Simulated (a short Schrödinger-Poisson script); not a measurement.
Structure: symmetric double-gate stack, SiO2 on p-type InP, at 77 K.

| layer | material | thickness (nm) | Na (cm⁻³) |
|---|---|---|---|
| 1 | SiO2 | 2.6 | - |
| 2 | InP | 14 | 3e17 |
| 3 | SiO2 | 2.6 | - |

Constants are typed, rounded textbook-type inputs, not results; the design itself was drawn at random and stands for no fabricated device. SiO2: permittivity 3.9, conduction-band edge (eV) 3.48, gap (eV) 9, electron mass (mₑ) 0.5. InP: permittivity 12.5, conduction-band edge (eV) 0, gap (eV) 1.344, Nv at 300 K (cm⁻³) 1.1e19.

Channel valleys (confinement mass, in-plane density-of-states mass, number): Γ 0.08, 0.08, 1. At the gates, both at one voltage, the conduction-band edge of layer 1 lies 3.54 eV − eVg above the Fermi level of the channel. Gaps are held at their typed values at every temperature. Mesh 0.03 nm at interfaces.

Solved with a short Schrödinger-Poisson script written for these runs: 1D Poisson equation in equilibrium, electrons classical, Fermi-Dirac, parabolic valleys, classical holes, full ionisation, no traps, pinning or gate leakage.

The same stack at other levels of the model or other numerical settings:

| run | sheet density of all electrons at Vg = 1.5 V (cm⁻²) | sheet density of all electrons at Vg = 0.3 V (cm⁻²) | capacitance of both gates at Vg = 1.5 V (μF/cm²) | rough cost against the base |
|---|---|---|---|---|
| base | 1.62e13 | 2.03e12 | 1.97 | about 1 |
| electrons treated as classical, Boltzmann | (withheld) | 2.90e12 | 2.63 | 0.2 |
| electrons treated as quantum, Hartree | (withheld) | (withheld) | 1.96 | 7 |
| electrons treated as quantum, Hartree plus LDA exchange-correlation | 1.59e13 | 1.81e12 | 1.98 | 9 |
| mesh six times as coarse | 1.61e13 | 2.01e12 | 1.96 | 0.5 |

Task: Some entries are withheld; supply them.

Result: 
- electrons treated as classical, Boltzmann, sheet density of all electrons at Vg = 1.5 V (cm⁻²): 2.23e13
- electrons treated as quantum, Hartree, sheet density of all electrons at Vg = 1.5 V (cm⁻²): 1.56e13
- electrons treated as quantum, Hartree, sheet density of all electrons at Vg = 0.3 V (cm⁻²): 1.67e12

The classical rows ignore confinement, and Boltzmann statistics overrate the density once the band edge passes the Fermi level.

Above a few 1e12 electrons/cm² a light Γ valley is non-parabolic and upper valleys begin to fill, which the model leaves out.
